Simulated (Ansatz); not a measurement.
## Defect calculation: In on the Ru site (In_Ru) in hcp Ru

These are PBE, PAW (plane waves to 420 eV; Ansatz, an electronic-structure program) values and carry that method's errors. Set-up: 48-site cell; 4×4×4 shifted k-points; start: the Ru site; no spin–orbit coupling; energies good to tenths of an eV; the relaxation kept the symmetry of the starting site; flagged in the runs: a host that isn't quite at rest in this cell.

Neighbours after relaxation, in Å: of the In atom: Ru 2.73, Ru 2.73, Ru 2.74, Ru 2.74, Ru 2.74, Ru 2.74, Ru 2.78, Ru 2.78 (the shell may go on).

Formation energies E_f are those of the neutral cell. Chemical conditions: host crystal and elements as references (Δμ(Ru) = 0.00 eV, Δμ(In) = 0.00 eV; In taken from its element, since no compound that bounds it was computed at this level; only phases computed here count, gases as isolated molecules at 0 K). Reference phases: In: tetragonal indium, Ru: hcp Ru.

| charge | moment (μB) | largest move off a lattice site (Å) | E_f, host crystal and elements as references (eV) |
|---|---|---|---|
| 0 | not spin-polarised | 0.08 | 1.24 |

Flagged in the runs: a host that isn't quite at rest in this cell.

All states together cost very roughly 40 core-minutes.
